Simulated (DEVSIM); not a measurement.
# abrupt Ge n-p junction

Structure: abrupt Ge n-p junction, at 250 K.

```
layer (left to right)  material  thickness (μm)  Nd (cm⁻³)  Na (cm⁻³)  τn (s)  τp (s)
---------------------  --------  --------------  ---------  ---------  ------  ------
1                            Ge            5.90     4.1e15          -  6.6e-6  6.6e-6
2                            Ge            5.70          -     7.2e17  6.6e-6  6.6e-6
```

Left contact: ohmic. Right contact: ohmic. Voltage is applied to the left contact. Recombination: SRH at mid-gap, radiative. Mobility is μmin + (μ − μmin)/(1 + (N/Nref)^α).

The device is made up for the run: typed textbook-type constants, with dimensions and the other settings drawn at random. Values at 300 K; Nc and Nv go as T^1.5, mobilities as T to minus their exponent, the gap by Varshni's rule with the affinity fixed.

```csv
parameter,Ge
gap (eV),0.664
affinity (eV),4
permittivity,16
Nc (cm⁻³),1.04e19
Nv (cm⁻³),6e18
μn (cm²/Vs),3900
μp (cm²/Vs),1900
"μn,min",150
"μp,min",100
"Nref,n",2.6e17
"Nref,p",4e17
αn,0.56
αp,0.6
T exponent of μn,1.66
T exponent of μp,2.33
B (cm³/s),6.4e-14
Varshni α (eV/K),0.000477
Varshni β (K),235
```

DEVSIM, 1D drift-diffusion, Boltzmann statistics, complete ionisation; no tunnelling, impact ionisation, image-force lowering or self-heating.

```json
{
  "potential_step_across_the_device_at_zero_bias": "0.480 V",
  "largest_field_in_the_device_at_zero_bias": "39000 V/cm",
  "Dark forward voltage at 1 A/cm²": "0.278 V",
  "Dark forward voltage at 100 A/cm²": "0.389 V"
}
```

Dark reverse current:

```json
[
 {"V (V)": "0.40", "J (A/cm²)": "2.9e-6"},
 {"V (V)": "1.00", "J (A/cm²)": "3.3e-6"},
 {"V (V)": "2.00", "J (A/cm²)": "3.6e-6"},
 {"V (V)": "3.00", "J (A/cm²)": "3.9e-6"},
 {"V (V)": "4.00", "J (A/cm²)": "4.2e-6"},
 {"V (V)": "6.00", "J (A/cm²)": "4.7e-6"}
]
```

Small-signal capacitance in reverse bias (quasi-static):

```
V (V)  C (nF/cm²)
-----  ----------
0.4          24.0
1            18.1
2            13.8
3            11.6
4            10.2
6            8.48
```
